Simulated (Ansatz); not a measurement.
We look at the energy of the reaction as written. Reaction: Y (hcp) + 2 Si (diamond) + 4 As (R-3m) → cell A. The sign is products less reactants.

Cell A: a stack of composition YSi2As4 on the in-plane vectors of As (R-3m) (0001), but not a cut of that crystal, 7 atoms, hexagonal cell of 3.78 Å (12.4 Å²), symmetry P-6m2, 10.3 Å thick under 15 Å of vacuum, so it may be strained; planes from bottom to top: As | Si | As | Y | As | Si | As; foreign atoms: Y bound to 6 As at 2.83 Å; two times Si bound to 4 As at 2.30–2.43 Å; a model cell; spin state with PBE: no moments, k-point mesh 9×9×1.
```xyz
7
Lattice="3.7837 0.0000 0.0000 -1.8919 3.2768 0.0000 0.0000 0.0000 25.6231" Properties=species:S:1:pos:R:3 pbc="T T T"
Y      0.0000     2.1845    12.8115
As     1.8919     1.0923    14.6107
Si     1.8919     1.0923    16.9156
As     0.0000     0.0000    17.9749
As     1.8919     1.0923    11.0124
Si     1.8919     1.0923     8.7075
As     0.0000     0.0000     7.6482
```

Reference: Y (hcp, P6₃/mmc), 2 atoms in the cell, k-point mesh 24×24×10 on the run's own vectors. Conventional cell: a = b = 3.601 Å, c = 5.623 Å, α = β = 90.00°, γ = 120.00°.

Reference: Si (diamond, Fd-3m), 2 atoms in the cell, k-point mesh 10×10×10 on the run's own vectors. Conventional cell: a = b = c = 5.4214 Å, α = β = γ = 90.00°.

Reference: As (R-3m), 2 atoms in the cell, a perfect crystal on lattice vectors that match the other cells', k-point mesh 9×9×8 on the run's own vectors.

Computed with Ansatz (plane waves, PAW), its default PAW set, cutoff 420 eV, 500 eV for r2SCAN. The structures are at rest with PBE+D3(BJ), within the held lattices; other levels are single points on them. Neutral cells; Fermi-Dirac smearing of at most 0.10 eV in the solids, energies taken to zero width. The lattices are those relaxed with PBE+D3(BJ) or held as stated, so at other levels the solids can be strained, which adds to the spread. A dispersion term (D3(BJ), or D4 for r2SCAN) was computed beside these levels and is taken off wherever the name lacks it. Nuclei at rest; no vibrational terms. No structure search was made; lower ones may exist. Values are for these cell sizes. Cell A has symmetry P-6m2 and got no random move, so less symmetric positions, which may lie lower, weren't tried.

Q: Give the value at the level r2SCAN+D4.

A: -1.99 eV, for Y (hcp) + 2 Si (diamond) + 4 As (R-3m) → cell A.

Q: What do the other levels give, and how wide is the spread?

A: 
| Level | value (eV) | less r2SCAN+D4 |
|---|---|---|
| PBE | -1.67 | 0.32 |
| PBE+D3(BJ) | -1.11 | 0.88 |
| r2SCAN | -2.23 | -0.24 |

The levels span 1.12 eV, from r2SCAN (-2.23) to PBE+D3(BJ) (-1.11).

Ansatz is a quantum-chemistry and plane-wave program.
